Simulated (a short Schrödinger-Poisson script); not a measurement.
System: symmetric double-gate stack, Al2O3 on p-type GaN, at 77 K.

| layer | material | thickness (nm) | Na (cm⁻³) |
|---|---|---|---|
| 1 | Al2O3 | 5.4 | - |
| 2 | GaN | 5 | 6e15 |
| 3 | Al2O3 | 5.4 | - |

The device is made up for the run: typed textbook-type constants, with dimensions and the other settings drawn at random. Al2O3: permittivity 9, conduction-band edge (eV) 2.75, gap (eV) 6.8, electron mass (mₑ) 0.3. GaN: permittivity 9.5, conduction-band edge (eV) 0, gap (eV) 3.43, Nv at 300 K (cm⁻³) 4.6e19.

Channel valleys (confinement mass, in-plane density-of-states mass, number): Γ 0.2, 0.2, 1. At the gates, both at one voltage, the conduction-band edge of layer 1 lies 3.39 eV − eVg above the Fermi level of the channel. Gaps are held at their typed values at every temperature. Mesh 0.03 nm at interfaces.

From a short Schrödinger-Poisson script (our own, NumPy): 1D Poisson equation in equilibrium, electrons quantum, Hartree (BenDaniel-Duke, 12 states a valley, the channel's in-plane mass for all, wave functions ending at the dielectric), parabolic valleys, classical holes, full ionisation, no traps, pinning or gate leakage.

The same stack at other levels of the model or other numerical settings:

```
run                                                                  sheet density of all electrons at Vg = 2.1 V (cm⁻²)  sheet density of all electrons at Vg = 0.9 V (cm⁻²)  capacitance of both gates at Vg = 2.1 V (μF/cm²)  rough cost against the base
-------------------------------------------------------------------  ---------------------------------------------------  ---------------------------------------------------  ------------------------------------------------  ---------------------------
base                                                                                                             1.77e13                                              2.31e12                                              2.26                      about 1
electrons treated as classical, Boltzmann                                                                        2.57e13                                              4.12e12                                              2.91                         0.08
electrons treated as classical, Fermi-Dirac                                                                      2.04e13                                              3.21e12                                              2.37                          0.3
electrons treated as quantum, Hartree plus LDA exchange-correlation                                              1.85e13                                              2.72e12                                              2.30                            2
mesh six times as coarse                                                                                         1.77e13                                              2.31e12                                              2.26                          0.3
one subband a valley                                                                                             1.74e13                                              2.31e12                                              2.04                          0.5
```

The classical rows ignore confinement, and Boltzmann statistics overrate the density once the band edge passes the Fermi level.

In real p-type GaN the Mg acceptor is only partly ionised, and so wide a gap doesn't supply an inversion layer without source and drain.
